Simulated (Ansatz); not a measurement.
The starting structures come from a database of crystals and need not be the phases stable at ambient conditions.

Evanescent states of MgGeP$_{2}$ (I-42d, chalcopyrite, not sure to be the ambient phase, 8 atoms a cell, 22.0 Å³ an atom) along the normal of (110)

Level of theory: r2SCAN (plane waves, PAW; Ansatz, an electronic-structure program).

The gap is the functional's own. No spin-orbit coupling. Mid-gap values are interpolated on the energy grid.

Energies count from the valence-band top; κ is the least over a 6×6 mesh across the current.

| E (eV) | κ (1/Å) | where |
|---|---|---|
| 0.05 | 0.081 | Γ |
| 0.15 | 0.114 | Γ |
| 0.25 | 0.124 | Γ |
| 0.35 | 0.133 | Γ |
| 0.45 | 0.140 | Γ |
| 0.55 | 0.146 | Γ |
| 0.65 | 0.151 | Γ |
| 0.75 | 0.155 | Γ |
| 0.85 | 0.157 | Γ |
| 0.95 | 0.159 | Γ |
| 1.05 | 0.160 | Γ |
| 1.15 | 0.160 | Γ |
| 1.25 | 0.159 | Γ |
| 1.35 | 0.155 | Γ |
| 1.45 | 0.138 | Γ |
| 1.55 | 0.116 | Γ |
| 1.65 | 0.083 | Γ |

Task: How thick must the barrier be to attenuate the transmission by 10^4 when the electrodes' Fermi level lies at 0.75 eV, and what attenuation does that film give at 1.35 eV?

Result: d = 4 ln 10 / (2 × 0.155) = 29.7 Å. At 1.35 eV it gives 4 × 0.155/0.155 = 4.0 decades.
